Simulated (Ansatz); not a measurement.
System: Os-vacancy pair (Os on one host Cu site, one Cu site vacant) in fcc Cu (neutral cell). Level of theory: PBE, PAW (plane waves to 420 eV; Ansatz, a quantum-chemistry and plane-wave program).

32-site cell at the relaxed PBE lattice, a 2×2×2 k-point mesh shifted by half a step, smearing 0.10 eV, spin-restricted, no finite-size correction. Static, classical nuclei. Spin-orbit coupling is left out. Forms of the defect that were not tried may lie lower.

Barriers: single points on a 4×4×4 k-point mesh shifted by half a step at the bands' geometries.

Relaxed starting cell (atoms counted from 1):

```
Cu30Os
1.0
    7.26000     0.00000     0.00000
    0.00000     7.26000     0.00000
    0.00000     0.00000     7.26000
Os Cu
1 30
Cartesian
 -0.00855   0.02566   0.04235
 -0.00698   0.03515   3.60790
 -0.00749   3.59143   0.04924
 -0.01014   3.61540   3.63387
  3.62123  -0.00156   0.01647
  3.62071  -0.00018   3.63328
  3.62131   3.61747   0.01701
  3.62089   3.62062   3.63688
 -0.00898   1.82628   5.45106
 -0.00846   5.43437   1.84315
 -0.00866   5.45449   5.47106
  3.62160   1.81622   1.82989
  3.62231   1.81315   5.45767
  3.62162   5.43764   1.82991
  3.62171   5.44077   5.45699
  1.80400   0.01993   1.84042
  1.81362   0.00133   5.43536
  1.78882   3.60663   1.83292
  1.80188   3.61683   5.45264
  5.43891   0.02017   1.84042
  5.42943   0.00206   5.43476
  5.45240   3.60822   1.83203
  5.44249   3.61610   5.45242
  1.80413   1.82299   0.03417
  1.79457   1.81593   3.62831
  1.81370   5.41837   0.02054
  1.80123   5.43470   3.63035
  5.43892   1.82380   0.03404
  5.44809   1.81577   3.62667
  5.42980   5.41860   0.02033
  5.44143   5.43706   3.62960
```

End state 1 differs by these moves (Å; atoms that move under 0.08 Å are left out):

```csv
atom,element,Δx,Δy,Δz
1,Os,0.00,1.76,1.76
```

Question: What is the computed forward and backward barriers to end state 1 (PBE, PAW)?

Answer: forward 1.32 eV, backward 1.32 eV; at the saddle point atom 1 has neighbours 4 Cu at 2.45, 4 Cu at 2.76 Å. The program found a first-order saddle point.
